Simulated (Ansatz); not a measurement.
Ansatz (a program for electronic structure) run on SrC2 (P1, 6 atoms in the cell): self-consistent single point.

Method: LDA (PW92), default PAW files made with PBE (plane waves; Ansatz).

The change in words: 1 x 1 x 1 supercell, one C atom moved by 0.02 angstrom along z. Reference geometry:
```
SrC2
1.0
    3.54678    -2.22691     0.00000
    3.54678     2.22691     0.00000
   -2.39740     0.00000     7.45146
Sr C
2 4
Direct
  0.17883   0.82117   0.75000
  0.82117   0.17883   0.25000
  0.42227   0.12839   0.55761
  0.57773   0.87161   0.44239
  0.87161   0.57773   0.94239
  0.12839   0.42227   0.05761
```

Reference input (self-consistent single point, DFT, LDA (PW92), plane waves, default PAW files made with PBE): basis.ecutwfc = 420 eV; kpoints.mp_grid.grid = 7 7 4; hamiltonian.xc = lda; hamiltonian.pseudopotentials = {kind: paw} (the program's default PAW files); scf.occupations.method = fermi_dirac; scf.occupations.width = 0.01 eV. This run's input differs from it in these lines:

```diff
@@ -8,3 +8,3 @@
     - { symbol: Sr, position_ang: [2.94742675, -1.43043594, 1.86286625] }
-    - { symbol: C, position_ang: [0.61625513, -0.65444549, 4.15501140] }
+    - { symbol: C, position_ang: [0.61625437, -0.65444549, 4.17501113] }
     - { symbol: C, position_ang: [4.07989987, 0.65444549, 3.29645360] }
```

Output, abridged:

```
SCF iter   1: F=—  HF=-7859.797312 eV  |F-HF|=—  |Δ(HF+E_count)|=         —  Δρ=6.45e-3  dr2=4.91e-2  ethr=1.77e-3  ⟨swp⟩=9.7  Hψ=15801  notcnv=0
all-band conjugate gradients solve this SCF's bands
preconditioner: auto → Resta (q_TF=auto, 2.239 Å⁻¹)
SCF iter   2: F=—  HF=-7859.783365 eV  |F-HF|=—  |Δ(HF+E_count)|=   1.39e-2  Δρ=2.96e-3  dr2=7.60e-3  ethr=1.36e-4  ⟨swp⟩=2.9  Hψ=4557  notcnv=0  defer=161
   [... lines left out ...]
SCF iter   5: F=—  HF=-7859.781204 eV  |F-HF|=—  |Δ(HF+E_count)|=   2.19e-6  Δρ=3.04e-5  dr2=1.31e-6  ethr=3.91e-8  ⟨swp⟩=2.5  Hψ=3561  notcnv=0  defer=165
SCF iter   6: F=—  HF=-7859.781204 eV  |F-HF|=—  |Δ(HF+E_count)|=   3.03e-7  Δρ=2.06e-5  dr2=8.16e-7  ethr=3.63e-9  ⟨swp⟩=2.3  Hψ=3581  notcnv=0  defer=165
SCF iter   7: F=—  HF=-7859.781204 eV  |F-HF|=—  |Δ(HF+E_count)|=   1.04e-7  Δρ=8.22e-6  dr2=1.21e-7  ethr=2.27e-9  ⟨swp⟩=2.0  Hψ=3201  notcnv=0  defer=165
SCF iter   8: F=-7859.781204 eV  HF=-7859.781204 eV  |F-HF|=2.39e-9  |Δ(HF+E_count)|=   1.33e-8  Δρ=1.81e-6  dr2=5.32e-9  ethr=2.78e-10  ⟨swp⟩=11.0  Hψ=10706  notcnv=0
SCF 1 converged in 8 iterations: F = -7859.781204 eV  dr2 = 5.32e-9
Free energy (F): -7859.781204 eV
Internal energy: -7859.781204 eV  (E = F + TS)
E sigma→0 (E₀):  -7859.781204 eV
Fermi energy:    4.946316 eV
--- Forces (eV/Å), atoms counted from 1 ---
  atom   1  Sr     0.00111503    -0.03280817     0.04132598
  atom   2  Sr     0.00045555     0.03627841    -0.01652276
  atom   3  C     -0.13533887    -1.01163423    -0.97749742
  atom   4  C      0.13452191     1.00788469     0.93016129
  atom   5  C      0.07340869    -0.30488642     0.25620367
  atom   6  C     -0.07415140     0.30511239    -0.23363949
--- Stress (GPa, compression-positive) ---
       -4.110856      -0.058994      -0.295321
       -0.058994      -5.847342      -0.818472
       -0.295321      -0.818472      -5.453375
  P = ⅓ Tr σ = -5.1372 GPa (-51.372 kbar)
  The stress holds the Pulay correction. Without it, at fixed plane waves, as pw.x and ABINIT print it: P = -5.3531 GPa
```

The run converged in 8 iterations. Against the reference run the free energy rises by 2.0 meV/atom, the pressure goes from -4.63 to -5.14 GPa, the largest force goes from 0.399 to 1.413 eV/Å and the gap on the mesh goes from 2.228 to 2.205 eV.

The starting cell comes from a database of computed structures (which also holds hypothetical and non-ambient phases and stackings), without a prior relaxation at this level. Its lattice was rescaled by up to half a per cent. For this run, on top of that: 1 x 1 x 1 supercell, one C atom moved by 0.02 angstrom along z. With a pressure of about -5 GPa the cell is away from its equilibrium volume at this level. Forces in this geometry exceed 1 eV/Å. Ansatz's pressure includes its estimate of the finite-basis (Pulay) stress.

Keys are those of Ansatz 0.2.
